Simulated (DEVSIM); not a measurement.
Device: illuminated GaAs p-on-n cell, one wavelength, at 250 K.

```
layer (left to right)  material  thickness (μm)  Nd (cm⁻³)  Na (cm⁻³)   τn (s)  τp (s)  absorption coefficient (cm⁻¹)
---------------------  --------  --------------  ---------  ---------  -------  ------  -----------------------------
1                          GaAs           0.290          -       8e17  2.1e-10   6e-11                          32000
2                          GaAs            2.10     1.5e17          -     5e-9    5e-9                          32000
```

Left contact: ohmic, minority electron recombination velocity 1000 cm/s. Right contact: ohmic, minority hole recombination velocity 1e5 cm/s. Voltage is applied to the left contact. Recombination: SRH at mid-gap, radiative, Auger. Light enters at the left, 4.7e17 photons cm⁻² s⁻¹, one pass, no reflection. Mobility is μmin + (μ − μmin)/(1 + (N/Nref)^α).

This is a model device: material constants are rounded textbook-type values typed into the input, and sizes, dopings and lifetimes were drawn at random. Values at 300 K; Nc and Nv go as T^1.5, mobilities as T to minus their exponent, the gap by Varshni's rule with the affinity fixed.

| parameter | GaAs |
|---|---|
| gap (eV) | 1.424 |
| affinity (eV) | 4.07 |
| permittivity | 12.9 |
| Nc (cm⁻³) | 4.7e17 |
| Nv (cm⁻³) | 9e18 |
| μn (cm²/Vs) | 8500 |
| μp (cm²/Vs) | 400 |
| μn,min | 500 |
| μp,min | 20 |
| Nref,n | 6e16 |
| Nref,p | 1.5e17 |
| αn | 0.39 |
| αp | 0.38 |
| T exponent of μn | 2.1 |
| T exponent of μp | 2.2 |
| B (cm³/s) | 2e-10 |
| Cn (cm⁶/s) | 1e-30 |
| Cp (cm⁶/s) | 1e-30 |
| Varshni α (eV/K) | 0.000541 |
| Varshni β (K) | 204 |

DEVSIM, 1D drift-diffusion, Boltzmann statistics, complete ionisation; no tunnelling, impact ionisation, image-force lowering or self-heating.

Problem. Tabulate band edges, carrier densities and field at -2.0 V on the left contact, in the dark.

Solution. Energies count from the Fermi level of the right contact; mesh points crowd at the junctions.

```csv
x (μm),Ec (eV),Ev (eV),n (cm⁻³),p (cm⁻³),field (V/cm)
0.000,3.400,1.954,< 1e2,8.0e17,≈ 0
0.01606,3.400,1.954,< 1e2,8.0e17,≈ 0
0.04102,3.400,1.954,< 1e2,8.0e17,≈ 0
0.07979,3.400,1.954,< 1e2,8.0e17,≈ 0
0.1618,3.400,1.954,< 1e2,8.0e17,≈ 0
0.2178,3.400,1.954,< 1e2,8.0e17,≈ 0
0.2539,3.396,1.949,< 1e2,6.5e17,-9900
0.2824,3.069,1.623,< 1e2,1.7e11,-260000
0.2966,2.613,1.167,< 1e2,110,-330000
0.3158,2.021,0.575,< 1e2,< 1e2,-290000
0.3500,1.156,-0.290,< 1e2,< 1e2,-220000
0.4321,0.086,-1.360,6.6e15,< 1e2,-45000
0.5452,0.019,-1.427,1.5e17,< 1e2,≈ 0
0.7353,0.019,-1.427,1.5e17,< 1e2,≈ 0
1.191,0.019,-1.427,1.5e17,< 1e2,≈ 0
1.664,0.019,-1.427,1.5e17,< 1e2,≈ 0
1.968,0.019,-1.427,1.5e17,< 1e2,≈ 0
2.148,0.019,-1.427,1.5e17,< 1e2,≈ 0
2.279,0.019,-1.427,1.5e17,< 1e2,≈ 0
2.334,0.019,-1.427,1.5e17,< 1e2,≈ 0
2.367,0.019,-1.427,1.5e17,< 1e2,≈ 0
2.390,0.019,-1.427,1.5e17,< 1e2,≈ 0
```
